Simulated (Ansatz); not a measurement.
## cubic SrTiO3 (0 0 1) on zinc-blende GaAs (0 0 1) (film strained to the substrate, started from cuts of the bulks and a machine-learned relaxation; metallic at this level, with no gap by band count; slabs As5Ga6 and Sr3Ti3O9, which can lie off the formulas)

A periodic stack without vacuum, cubic SrTiO3 (0 0 1) on zinc-blende GaAs (0 0 1) (film strained to the substrate, started from cuts of the bulks and a machine-learned relaxation; metallic at this level, with no gap by band count; slabs As5Ga6 and Sr3Ti3O9, which can lie off the formulas): substrate slab As5Ga6, film Sr3Ti3O9, surface cells [[1, 0], [1, 1]] and [[0, 1], [-1, 0]], film strained by +3.2 and +3.2 %, outermost planes Ga/Ga and OTi/OSr as cut, which need not be the usual terminations and can put a slab off its formula.

The start was prepared with a machine-learned potential, and the result is one local minimum, with the in-plane cell held and forces under 0.04 eV/Å; the film can end far from its bulk form.

Computed with PBE (plane waves to 420 eV, PAW; Ansatz, an electronic-structure program). Scalar-relativistic, without spin–orbit coupling; PBE gaps are too small against experiment. Its k-point mesh 6×6×1, Fermi–Dirac width 0.05 eV.

```
Property                                                                                                           Value
--------------------------------------------------------------------------------  --------------------------------------
interface area                                                                                                   16.5 Å²
period                                                                                                           27.73 Å
heights between the nearest atoms of the two slabs at the two interfaces                                 2.15 and 1.94 Å
Ga–Sr contacts across the interfaces within 1.22 times the sum of covalent radii                          4, mean 3.65 Å
Ga–O contacts across the interfaces within 1.22 times the sum of covalent radii                           2, mean 2.12 Å
As–Sr contacts across the interfaces within 1.22 times the sum of covalent radii                          1, mean 3.25 Å
Ga–Ti contacts across the interfaces within 1.22 times the sum of covalent radii                          1, mean 2.65 Å
two interfaces                                                                    unlike, so that offsets are their mean
spin-polarised check at this geometry                                                            falls back to no moment
slope of the mean potential energy in the substrate                                                       +4.6 MV/cm × e
```

```
CELL_PARAMETERS angstrom
      4.06154     0.00020     0.12483
     -0.00046     4.06287    -0.00671
     -0.80904    -0.73224    27.71781
ATOMIC_POSITIONS crystal
  As 0.15747 0.60805 0.07386
  As 0.15332 0.64055 0.28648
  As 0.65542 0.11823 0.18274
  As 0.16161 0.67331 0.49512
  As 0.64918 0.16033 0.39012
  Ga 0.15593 0.12054 0.13113
  Ga 0.65847 0.27860 0.04136
  Ga 0.15014 0.15052 0.33877
  Ga 0.65411 0.62791 0.23519
  Ga 0.96077 0.17930 0.53972
  Ga 0.66539 0.67039 0.44234
  Sr 0.11680 0.76266 0.68151
  Ti 0.60590 0.26743 0.61931
  O  0.15240 0.21914 0.61733
  O  0.63515 0.70773 0.62265
  O  0.66520 0.21843 0.68952
  Sr 0.12952 0.77358 0.82363
  Ti 0.62291 0.27140 0.75653
  O  0.16677 0.23736 0.76003
  O  0.65676 0.72812 0.76044
  O  0.67133 0.23961 0.83016
  Sr 0.14051 0.77913 0.96015
  Ti 0.63122 0.28315 0.89685
  O  0.17205 0.25907 0.90000
  O  0.66002 0.75032 0.90009
  O  0.67930 0.26621 0.97133
```
